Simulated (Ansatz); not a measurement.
Si (diamond structure), cut as (111) film, 6 layers, monochloride, Cl-ended; geometry relaxed with PBE. The relaxation kept the symmetry of its start, so a lower minimum of less symmetry isn't excluded. The in-plane lattice is held at the bulk value. With PBE in Ansatz (a first-principles code) the gap on the k-mesh of the run is 0.96 eV. k-points: Γ-centred 8×8×1 mesh; occupations: Fermi-Dirac, 0.020 eV; spin polarisation not allowed. Scalar-relativistic, no spin-orbit coupling.

**Question.** What gap does Ansatz with HSE06 give on the same geometry and mesh?

**Answer.** 1.57 eV, wider by 0.61 eV.
